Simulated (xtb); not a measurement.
xtb 6.7.1, GFN2-xTB: Fc1csc(-c2ccc3c(c2)sc2cc(-c4c5ccccc5cc5ccccc45)ccc23)c1, 50 atoms. The geometry is a generated start, not checked to be a minimum at this level.

* **method**: GFN2-xTB
* **--acc**: 1 (default)
* **--etemp (K)**: 300 (default)
* **detailed input (--input)**: none: ANC optimiser, Lindh (1995) Hessian, microcycle=20, maxdispl=1.0, hlow=0.01 (default)
* **basis functions**: 161
* **valence electrons**: 156

The structure is relaxed from this start with --opt LEVEL for the levels crude, sloppy, loose, lax, normal, tight, vtight, extreme, once each. Up to the end of the extreme run atoms move by at most 0.96 Å along an axis.

Question: Which level is enough to come within 1 meV of the tightest end point?

Answer: normal: 37 cycles against 68, ending 0.49 meV above.

```
level    cycles  energy above the extreme run (meV)  gradient norm (eV/Å)
-------  ------  ----------------------------------  --------------------
crude         6                                  50                  0.34
sloppy       13                                  13                  0.30
loose        16                                 8.9                  0.19
lax          21                                 5.0                  0.13
normal       37                                0.49                 0.015
tight        44                                0.20                0.0035
vtight       60                               0.028                0.0016
extreme      68                                   —               0.00084
```
